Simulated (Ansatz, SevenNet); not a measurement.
For GeS (model structure, started from the 6H type, P6₃mc, No. 186, 12 atoms in the cell), the machine-learned potential SevenNet-l3i5 (trained on PBE and PBE+U data) gives:

```
Quantity              Result
------------------  --------
lattice constant a   4.319 Å
c axis length       19.603 Å
```

Problem. What does PBEsol in Ansatz (PAW) give for the same quantities?

Solution. 
- lattice constant a: 4.544 Å (goes up by 5.2 %)
- lattice parameter c: 15.289 Å (shrinks by 22 %)

Changes are worked out from the printed values.

Unless a cell is named, each level is at its own relaxed cell (SevenNet-l3i5 26.39, PBEsol 22.78 Å³/atom).

Caveats: the cell has another shape than the first-principles one, perhaps another minimum in the same group (SevenNet-l3i5). Ansatz's density-functional and Hartree–Fock values are scalar-relativistic unless marked +SOC, with PAW data made under PBE.

A model structure was made by putting elements into a prototype or built by hand; it is no filed structure, need not be a known phase, and can be a saddle point held by its symmetry.

Ansatz is a quantum-chemistry and plane-wave program.
